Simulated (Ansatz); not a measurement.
Base system: Rh in the fcc (Cu type) structure (space group Fm-3m, No. 225; relaxed with 0.1 eV smearing).

Space group Fm-3m (No. 225); a = b = c = 3.832 Å, α = β = γ = 90.00°

```csv
atom,site,symmetry,x,y,z
Rh,4a,m-3m,0.0000,0.0000,0.0000
```
(The calculation used a cell of 1 atom; values per cell refer to that cell.)

Computed with PBE/PAW in Ansatz (an electronic-structure program), without spin-orbit coupling, earlier PAW set.

Before the change:

| Item | Result |
|---|---|
| Pressure | 0.0 GPa |

Modification: an isotropic linear strain of −2.65 %, atoms relaxed at fixed cell.

Q: Predict the new energy relative to the base and pressure.

A: The energy rises by 79 meV/atom; the pressure goes from zero to 25.3 GPa.

No phonon test of stability was made. The final runs are not spin-polarised.
